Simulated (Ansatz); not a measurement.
Base system: Mo in the bcc (W type) structure (space group Im-3m, No. 229; a = 3.151 Å; relaxed with 0.1 eV smearing). Axes: x, y, z lie along the cube axes.

Level of theory: Kohn–Sham DFT with the r2SCAN functional, run in Ansatz (a first-principles code) with PAW and 500 eV plane waves, no SOC.

Modification: a pure shear with ε_xy = ε_yx = 0.0143; the atoms relax in the strained cell.

Predict the stress tensor and what it implies for the stiffness.

Stress of the strained cell less that of the base (GPa, compression positive):
```
    0.1    -3.0     0.0
   -3.0     0.1     0.0
    0.0     0.0     0.2
```

Then −Δσ/γ with γ = 2ε = 0.0286 gives secant stiffness values (nonlinear terms included at this strain): C66 ≈ 105 GPa.

As a check, the harmonic strain energy −½ V₀ Δσ:ε is 4.2 meV/atom; the computed energy rise is 4.2 meV/atom.

Whether these cells are dynamically stable was not tested. All final runs are without spin polarisation.
